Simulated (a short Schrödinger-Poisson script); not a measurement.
Structure: gated Al0.4Ga0.6N/GaN polarisation-induced gas, at 300 K.

```tsv
layer	material	thickness (nm)	Na (cm⁻³)
1	Al0.4Ga0.6N	20	-
2	GaN	6000	3e14
```

Constants are typed, rounded textbook-type inputs, not results; the design itself was drawn at random and stands for no fabricated device. Al0.4Ga0.6N: permittivity 9.26, conduction-band edge (eV) 0.58, gap (eV) 4.258, electron mass (mₑ) 0.248, Nv at 300 K (cm⁻³) 4.6e19. GaN: permittivity 9.5, conduction-band edge (eV) 0, gap (eV) 3.43, Nv at 300 K (cm⁻³) 4.6e19.

Channel valleys (confinement mass, in-plane density-of-states mass, number): Γ 0.2, 0.2, 1. At the gate the conduction-band edge of layer 1 lies 1.36 eV − eVg above the Fermi level of the channel; the field vanishes at the back. Sheet of polarisation charge: +2e13 e/cm² at 20 nm from the gate. The barrier under the gate holds no holes. Gaps are held at their typed values at every temperature. Mesh 0.08 nm at interfaces.

Solved with a short Schrödinger-Poisson script written for these runs: 1D Poisson equation in equilibrium, electrons quantum, Hartree (BenDaniel-Duke, 40 states a valley, the channel's in-plane mass for all, wave functions free to enter the barrier), parabolic valleys, classical holes, full ionisation, no traps, pinning or gate leakage.

The same stack at other levels of the model or other numerical settings:

| run | sheet density of all electrons at Vg = 0.5 V (cm⁻²) | sheet density of all electrons at Vg = -4.5 V (cm⁻²) | capacitance at Vg = 0.5 V (μF/cm²) | centroid of the channel electrons at Vg = 0.5 V (nm) | rough cost against the base |
|---|---|---|---|---|---|
| base | 1.79e13 | 5.74e12 | 0.396 | 1.91 | about 1 |
| electrons treated as classical, Boltzmann | 1.87e13 | ? | 0.406 | 0.71 | 0.02 |
| electrons treated as classical, Fermi-Dirac | 1.79e13 | 5.86e12 | 0.388 | ? | 0.1 |
| electrons treated as quantum, Hartree plus LDA exchange-correlation | 1.80e13 | 5.83e12 | 0.396 | 1.75 | 2 |
| mesh six times as coarse | 1.79e13 | 5.73e12 | 0.396 | 1.84 | 0.3 |
| one subband a valley | 1.78e13 | 5.72e12 | 0.393 | ? | 0.6 |

**Question.** Some entries are withheld; supply them.

**Answer.** 
- one subband a valley, centroid of the channel electrons at Vg = 0.5 V (nm): 1.34
- electrons treated as classical, Fermi-Dirac, centroid of the channel electrons at Vg = 0.5 V (nm): 1.71
- electrons treated as classical, Boltzmann, sheet density of all electrons at Vg = -4.5 V (cm⁻²): 6.11e12

The classical rows ignore confinement, and Boltzmann statistics overrate the density once the band edge passes the Fermi level.
